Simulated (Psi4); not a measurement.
Psi4 1.11, TPSS/def2-svp: Cr(NH)(S)(F)(NMe2) (C[N](C)[Cr](=[NH])([F])=[S]), 14 atoms. The geometry is a generated start, not checked to be a minimum at this level.

```yaml
task: energy
method: tpss
basis: def2-svp
memory: 3 GB
maxiter: 100
keys_of_the_molecule_block: symmetry c1
scf_type: df (default)
e_convergence: 1e-06 (default)
d_convergence: 1e-06 (default)
dft_radial_points: 75 (default)
dft_spherical_points: 302 (default)
basis_functions: 154
grid_points: 298794
```

```xyz
14

Cr    -0.6610    -1.3447     0.3190
N      0.4164    -2.4381    -0.2363
H      1.0208    -3.2129    -0.4807
S     -0.8208    -1.5275     2.3755
F     -2.2822    -1.4271    -0.3048
N     -0.0137     0.2934    -0.0467
C     -0.5211     1.4543     0.6452
C      1.0073     0.6542    -0.9963
H      0.2862     1.9568     1.1951
H     -0.9427     2.1682    -0.0738
H     -1.3042     1.1683     1.3499
H      0.5674     1.2178    -1.8290
H      1.7733     1.2833    -0.5252
H      1.4744    -0.2461    -1.3919
```

Charge 0 and multiplicity 1 are set for this test and not shown to be the ground state.

With the defaults (guess = auto, which took SAD, scf_initial_accelerator = adiis, diis_max_vecs = 10, damping_percentage = 0, diis = true, diis_start = 1) it converges in 17 SCF iterations. One run each on 2 threads, with these changes:
- scf_initial_accelerator = none, damping_percentage = 60, diis = false
- guess = huckel
- damping_percentage = 60
- diis_max_vecs = 3
- diis_start = 4
- scf_initial_accelerator = none
- guess = modhuckel
- guess = sap
- diis_max_vecs = 20

Problem. Name the settings that don't reach the solution of the defaults.

Solution. No convergence: guess = huckel; scf_initial_accelerator = none; diis_max_vecs = 3; damping_percentage = 60; scf_initial_accelerator = none, damping_percentage = 60, diis = false (the run ends without SCF convergence in 100 iterations). The rest reach the solution of the defaults.

```
setting                                                                SCF iterations             end
---------------------------------------------------------------------  --------------  --------------
the defaults                                                                       17   same solution
diis_max_vecs = 20                                                                 18   same solution
diis_start = 4                                                                     30   same solution
guess = modhuckel                                                                  50   same solution
guess = sap                                                                        76   same solution
guess = huckel                                                                    100  no convergence
scf_initial_accelerator = none                                                    100  no convergence
diis_max_vecs = 3                                                                 100  no convergence
damping_percentage = 60                                                           100  no convergence
scf_initial_accelerator = none, damping_percentage = 60, diis = false             100  no convergence
```

1 further run of the study ended by our limits or in an error and is left out.
